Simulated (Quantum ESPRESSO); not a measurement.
Input and output of a self-consistent single point for Na (Im-3m, 1 atom in the cell) (Quantum ESPRESSO).

Method of the run: PBE, GBRV 1.5 ultrasoft (PBE) pseudopotentials (plane waves; Quantum ESPRESSO).

The change in words: lattice scaled by 0.98; ecutwfc: 40 Ry → 18 Ry; ecutrho: 200 Ry → 90 Ry. Reference geometry:
```
Na
1.0
   -2.14065     2.14065     2.14065
    2.14065    -2.14065     2.14065
    2.14065     2.14065    -2.14065
Na
1
Direct
  0.00000   0.00000   0.00000
```

Reference input (self-consistent single point, DFT, PBE, plane waves, GBRV 1.5 ultrasoft (PBE) pseudopotentials): ecutwfc = 40 Ry; ecutrho = 200 Ry; occupations = smearing; smearing = fermi-dirac; degauss = 0.0073499 Ry; potentials = {Na: na_pbe_v1.5.uspp.F.UPF}; K_POINTS = automatic 9 9 9 0 0 0; conv_thr = 1e-09 Ry; mixing_beta = 0.5. This run's input differs from it in these lines:

```diff
@@ -12,4 +12,4 @@
  ntyp = 1,
- ecutwfc = 40,
- ecutrho = 200,
+ ecutwfc = 18,
+ ecutrho = 90,
  occupations = 'smearing',
@@ -29,5 +29,5 @@
 CELL_PARAMETERS {bohr}
-  -4.045242229     4.045242229     4.045242229
-   4.045242229    -4.045242229     4.045242229
-   4.045242229     4.045242229    -4.045242229
+  -3.964337384     3.964337384     3.964337384
+   3.964337384    -3.964337384     3.964337384
+   3.964337384     3.964337384    -3.964337384
```

Log, with long lists cut:

```
     Self-consistent Calculation

     iteration #  1     ecut=    18.00 Ry     beta= 0.50

     total energy              =     -94.60127105 Ry
     estimated scf accuracy    <       0.11460559 Ry

     iteration #  2     ecut=    18.00 Ry     beta= 0.50

     total energy              =     -94.61595581 Ry
     estimated scf accuracy    <       0.00500309 Ry

     iteration #  3     ecut=    18.00 Ry     beta= 0.50

     total energy              =     -94.61631929 Ry
     estimated scf accuracy    <       0.00049296 Ry

     iteration #  4     ecut=    18.00 Ry     beta= 0.50

     total energy              =     -94.61632782 Ry
     estimated scf accuracy    <       0.00000077 Ry

     iteration #  5     ecut=    18.00 Ry     beta= 0.50

     total energy              =     -94.61632827 Ry
     estimated scf accuracy    <       0.00000014 Ry

     iteration #  6     ecut=    18.00 Ry     beta= 0.50
     End of self-consistent calculation

     the Fermi energy is     1.5533 ev

!    total energy              =     -94.61632841 Ry
     estimated scf accuracy    <          5.4E-10 Ry
     smearing contrib. (-TS)   =      -0.00096054 Ry
     internal energy E=F+TS    =     -94.61536787 Ry

     convergence has been achieved in   6 iterations

     Forces acting on atoms (cartesian axes, Ry/au):

     atom    1 type  1   force =     0.00000000    0.00000000    0.00000000

     Total force =     0.000000     Total SCF correction =     0.000000

          total   stress  (Ry/bohr**3)                   (kbar)     P=    -1712.25
  -0.01163965   0.00000000   0.00000000        -1712.25        0.00        0.00
   0.00000000  -0.01163965   0.00000000            0.00    -1712.25        0.00
   0.00000000   0.00000000  -0.01163965            0.00        0.00    -1712.25

   JOB DONE.
```

The run converged in 6 iterations. Against the reference run the free energy rises by 9.93 eV/atom and the pressure goes from -0.41 to -171.2 GPa.

The starting cell has typed, rounded lattice constants, without a prior relaxation at this level. Its lattice was rescaled by up to half a per cent. For this run, on top of that: lattice scaled by 0.98. At the lowered cutoff the pressure carries the error of an incomplete plane-wave basis.
